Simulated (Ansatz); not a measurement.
The starting structures come from a database of crystals and need not be the phases stable at ambient conditions.

The decay constant κ of evanescent states in the gap governs leakage through a thin film.

Here is the system:

```yaml
crystal:
  lattice:
    - [6.07032, 0.00000, 0.00000]
    - [0.00000, 8.58454, 0.00000]
    - [0.00000, 0.00000, 6.07082]
  atoms:
    - { symbol: W, position: [0.99782, 0.12500, 0.37500] }
    - { symbol: W, position: [0.00218, 0.87500, 0.87500] }
    - { symbol: W, position: [0.50218, 0.62500, 0.87500] }
    - { symbol: W, position: [0.49782, 0.37500, 0.37500] }
    - { symbol: N, position: [0.00012, 0.00069, 0.12431] }
    - { symbol: N, position: [0.99988, 0.99931, 0.62431] }
    - { symbol: N, position: [0.49988, 0.50069, 0.62431] }
    - { symbol: N, position: [0.50012, 0.49931, 0.12431] }
    - { symbol: N, position: [0.75421, 0.74803, 0.87569] }
    - { symbol: N, position: [0.24579, 0.25197, 0.37569] }
    - { symbol: N, position: [0.74579, 0.24803, 0.37569] }
    - { symbol: N, position: [0.25421, 0.75197, 0.87569] }
```

Space group of this cell: Pna2_1. The cell is taken as given; by PBEsol its mean pressure is -3.2 GPa.

Transport runs along the normal of the first two printed cell vectors.

The gap is the functional's own, uncorrected, and κ follows it; spin-orbit coupling is left out. Mid-gap values are interpolated between the computed energies.

Q: Give the band gap and the smallest decay constant κ at mid-gap that Ansatz (a first-principles code) with PBEsol yields.

A: Gap 0.65 eV on a 6×4×6 mesh; κ = 0.066 1/Å, at the zone centre.
